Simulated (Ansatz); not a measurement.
Here is the system:

```
GaN
1.0
    0.00000     2.22769     2.23883
    2.22769     0.00000     2.23883
    2.22769     2.22769     0.00000
Ga N
1 1
Direct
  0.00000   0.00000   0.00000
  0.25000   0.25000   0.25000
```

No spin polarisation.

Level of theory: Ansatz (a program for electronic structure), LDA, PAW, cutoff 420 eV, no SOC. Settings: 13×13×13 k-points, 0.05 eV Fermi–Dirac smearing.

### Question
Predict the valence-band top at Γ, band gap and gap character.

### Answer
The valence-band top at Γ (three highest levels, from the VBM) comes out as 0.00, 0.00, -0.02 eV and the band gap is 1.91 eV. The gap character is direct at Γ.

The cells carry an imposed strain or load. Whether these cells are dynamically stable was not tested. The cell was made from GaN in the zinc blende structure (space group F-43m, No. 216) by this change: uniaxial strain ε_zz = +0.50 %. This is not the structure that GaN has at room temperature and ambient pressure.
